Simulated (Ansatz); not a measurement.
The reference is SiC (space group P6_3mc, No. 186).

```
SiC
1.0
    3.05845     0.00000     0.00000
   -1.52923     2.64870     0.00000
    0.00000     0.00000    10.01200
Si C
4 4
Direct
  0.00000   0.00000   0.50031
  0.00000   0.00000   0.00031
  0.33333   0.66667   0.25025
  0.66667   0.33333   0.75025
  0.00000   0.00000   0.31286
  0.00000   0.00000   0.81286
  0.33333   0.66667   0.06221
  0.66667   0.33333   0.56221
```

Cartesian axes are those of the cell as printed.

Calculations: LDA (Ansatz, a program for electronic structure, PAW, no SOC).

Strains are applied to the cell and any free atomic positions relax; under biaxial strain the out-of-plane vector relaxes too.

One change was made to it. Results:

The gap character remains indirect, Γ → M; the valence-band top at Γ (three highest levels, from the VBM) becomes 0.00, -0.18, -0.18 eV (base: 0.00, 0.00, -0.05 eV); the smallest direct gap shrinks by 0.07 eV (3.31 eV → 3.24 eV).

Question: What was done to the base?
A) biaxial strain +3.00 %, plane normal [001], relaxed out of plane
B) biaxial strain +1.50 %, plane normal [001], relaxed out of plane
C) biaxial strain +2.25 %, plane normal [001], relaxed out of plane
D) biaxial strain +0.75 %, plane normal [001], relaxed out of plane

Answer: C, biaxial strain +2.25 %, plane normal [001], relaxed out of plane. For comparison, the valence-band top at Γ in the other runs: biaxial strain +3.00 %, plane normal [001], relaxed out of plane gives 0.00, -0.24, -0.24 eV; biaxial strain +1.50 %, plane normal [001], relaxed out of plane gives 0.00, -0.11, -0.11 eV; biaxial strain +0.75 %, plane normal [001], relaxed out of plane gives 0.00, -0.04, -0.04 eV.

Gaps are Kohn–Sham eigenvalue differences; semilocal functionals usually give less than the measured gap. Whether these cells are dynamically stable was not tested.
